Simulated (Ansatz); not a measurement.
Given:

End structure of a constructed model of the (0001) surface of hcp Os, a pseudomorphic layer of Ti in the host's stacking (bottom of the slab: a bare face, its two planes held):

```xyz
7
Lattice="2.7542 0.0000 0.0000 -1.3771 2.3852 0.0000 0.0000 0.0000 30.0000" Properties=species:S:1:pos:R:3 pbc="T T T"
Os     1.3771     0.7951     8.2015
Os     0.0000     1.5902    10.3748
Os     1.3771     0.7951    12.5282
Os     0.0000     1.5902    14.7381
Os     1.3771     0.7951    16.8907
Os     0.0000     1.5902    19.0326
Ti     1.3771     0.7951    21.3609
```

Model: 7-atom slab, 13.6 Å thick at the start, 16x16x1 mesh, Fermi-Dirac 0.1 eV, dipole correction, 2 atoms held, the rest relaxed; held to the start's symmetry, so lower structures may exist; no spin, no spin-orbit, no U. It is one candidate, not shown to be the stable structure of the face.

Question: What work function of the top face does PBE in Ansatz (a quantum-chemistry and plane-wave program) give?

Answer: 4.43 eV
